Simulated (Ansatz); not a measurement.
We consider HfO₂ (Pca2₁, No. 29, 12 atoms in the cell; start mp-685097; a measured phase of this formula has another space group), described by PBE0 (Ansatz, a first-principles code, PAW).

Settings: plane-wave cutoff 460 eV, 4×4×4 k mesh, Fermi–Dirac smearing 0.01 eV, scalar-relativistic PAW data made under PBE.

Cell (relaxed with PBEsol):

```cif
data_Hf4O8
_chemical_formula_sum 'Hf4 O8'
_space_group_name_H-M_alt 'Pca21'
_space_group_IT_number 29
_space_group_name_Hall 'P 2c -2ac'
_cell_length_a 5.22805
_cell_length_b 5.01738
_cell_length_c 5.04167
_cell_angle_alpha 90.000
_cell_angle_beta 90.000
_cell_angle_gamma 90.000
loop_
_atom_site_label
_atom_site_type_symbol
_atom_site_symmetry_multiplicity
_atom_site_Wyckoff_symbol
_atom_site_fract_x
_atom_site_fract_y
_atom_site_fract_z
_atom_site_occupancy
Hf1 Hf 4 a 0.03288 0.26755 0.24223 1
O1 O 4 a 0.36789 0.07162 0.38005 1
O2 O 4 a 0.23395 0.54026 0.49072 1
```

Q: Estimate the band gap, smallest direct gap on the k points sampled and Γ–Γ gap that the calculation returns.

A: 
- band gap = 6.92 eV (on the SCF k mesh)
- smallest direct gap on the k points sampled = 7.13 eV
- Γ–Γ gap = 7.43 eV

Note: cell and atoms aren't relaxed at this level (largest force component 0.08 eV/Å, pressure 2.2 GPa).

Spin–orbit coupling is not included.

Static lattice: no zero-point or thermal effects.

Computing time: around 11 core-minutes (rough).

A start named mp-… is a Materials Project structure, which need not be a measured phase.
